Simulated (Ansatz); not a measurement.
# TiC, response to strain

The reference is TiC in the rock salt structure (space group Fm-3m, No. 225; a = 4.3285 Å; relaxed with 0.1 eV smearing). Axes: x, y, z lie along the cube axes.

Strains are applied to the cell and any free atomic positions relax; under biaxial strain the out-of-plane vector relaxes too.

Level of theory: r2SCAN, PAW, 500 eV (Ansatz, a quantum-chemistry and plane-wave program; no spin-orbit coupling), earlier PAW set.

Candidates:
(a) isotropic strain +5.97 %
(b) isotropic strain −2.38 %
(c) uniaxial strain ε_zz = −2.15 %
(d) uniaxial strain ε_yy = −3.76 %
(e) biaxial strain +0.84 %, plane normal [001], relaxed out of plane

Notes on the quantities. energy relative to the base: free energy F.

### Question
Order them by energy relative to the base, lowest first.

### Answer
(e) biaxial strain +0.84 %, plane normal [001], relaxed out of plane (+2.6 meV/atom), (c) uniaxial strain ε_zz = −2.15 % (+8.4 meV/atom), (d) uniaxial strain ε_yy = −3.76 % (+27 meV/atom), (b) isotropic strain −2.38 % (+45 meV/atom), (a) isotropic strain +5.97 % (+0.224 eV/atom)

Whether these cells are dynamically stable was not tested. All final runs are without spin polarisation.
